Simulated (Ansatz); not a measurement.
SrVO3, response to strain

Take SrVO3 in the cubic perovskite structure (space group Pm-3m, No. 221; a = 3.809 Å) as the base. Axes: x, y, z lie along the cube axes.

Strains are applied to the cell and any free atomic positions relax; under biaxial strain the out-of-plane vector relaxes too; under stress the whole cell relaxes.

The values are results of Kohn–Sham DFT with the PBEsol functional, run in Ansatz (a quantum-chemistry and plane-wave program) with PAW and 420 eV plane waves, without spin-orbit coupling, not measurements.

Notes on the quantities. pressure: mean of the normal stresses, compression positive; energy relative to the base: free energy F.

```json
[
 {"case": "base", "space group": "Pm-3m (No. 221)", "pressure": "0.0 GPa", "energy relative to the base": "0 meV/atom", "shortest interatomic distance": "1.905 Å"},
 {"case": "biaxial strain +0.38 %, plane normal [001], relaxed out of plane", "space group": "P4/mmm (No. 123)", "pressure": "-1.0 GPa", "energy relative to the base": "+0.4 meV/atom", "shortest interatomic distance": "1.900 Å"},
 {"case": "isotropic strain −4.45 %", "space group": "Pm-3m (No. 221)", "pressure": "36.9 GPa", "energy relative to the base": "+144 meV/atom", "shortest interatomic distance": "1.820 Å"},
 {"case": "isotropic strain +1.04 %", "space group": "Pm-3m (No. 221)", "pressure": "-5.8 GPa", "energy relative to the base": "+6.5 meV/atom", "shortest interatomic distance": "1.924 Å"},
 {"case": "uniaxial strain ε_xx = −4.35 %", "space group": "P4/mmm (No. 123)", "pressure": "10.5 GPa", "energy relative to the base": "+28 meV/atom", "shortest interatomic distance": "1.822 Å"},
 {"case": "uniaxial strain ε_yy = +5.10 %", "space group": "P4/mmm (No. 123)", "pressure": "…", "energy relative to the base": "…", "shortest interatomic distance": "1.905 Å"},
 {"case": "tensor shear ε_yz = −3.82 %", "space group": "Cmmm (No. 65)", "pressure": "0.6 GPa", "energy relative to the base": "+25 meV/atom", "shortest interatomic distance": "1.905 Å"},
 {"case": "uniaxial stress, 0.5 GPa compression along x", "space group": "P4/mmm (No. 123)", "pressure": "–", "energy relative to the base": "0.0 meV/atom", "shortest interatomic distance": "1.902 Å"}
]
```

Question: What belongs in the blanks?

Answer: 
- uniaxial strain ε_yy = +5.10 %, pressure: -8.3 GPa
- uniaxial strain ε_yy = +5.10 %, energy relative to the base: +27 meV/atom

Without a gap, meshes like the base's 12×12×12 leave anisotropic stresses uncertain by several tenths of a GPa, and small strain energies with them. Stability under load was not tested beyond the relaxation. Starting moments died away, wholly or in part, for the base; another magnetic solution may exist. No Hubbard U is applied, and correlation can decide whether such a compound is a metal. The final runs are not spin-polarised. An odd electron count without spin: SrVO3.
